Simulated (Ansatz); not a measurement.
Take BeS in the zinc blende structure (space group F-43m, No. 216) as the base.

```yaml
crystal:
  lattice:
    - [0.00000, 2.41904, 2.41904]
    - [2.41904, 0.00000, 2.41904]
    - [2.41904, 2.41904, 0.00000]
  atoms:
    - { symbol: Be, position: [0.00000, 0.00000, 0.00000] }
    - { symbol: S, position: [0.25000, 0.25000, 0.25000] }
```

Cartesian axes are those of the cell as printed.

Level of theory: PBEsol (Ansatz, a program for electronic structure, PAW, no spin-orbit coupling).

For the base:

The smallest direct gap comes out as 5.54 eV and the pressure is -0.01 GPa.

The change: tensile biaxial strain of 1.25 % in the plane normal to [111], as in epitaxy on a mismatched substrate; the out-of-plane cell vector and the atoms relax.

Question: What happens to the ratio −ε⊥/ε∥?

Answer: The ratio −ε⊥/ε∥ is 0.40.

Question: Estimate the effect on the smallest direct gap.

Answer: The smallest direct gap decreases by 0.17 eV (5.54 eV → 5.37 eV).

Question: How does this affect the pressure?

Answer: The pressure (mean of the normal stresses, compression positive) shrinks by 1.846 GPa (-0.01 GPa → -1.85 GPa).

Stability against distortions was not tested.
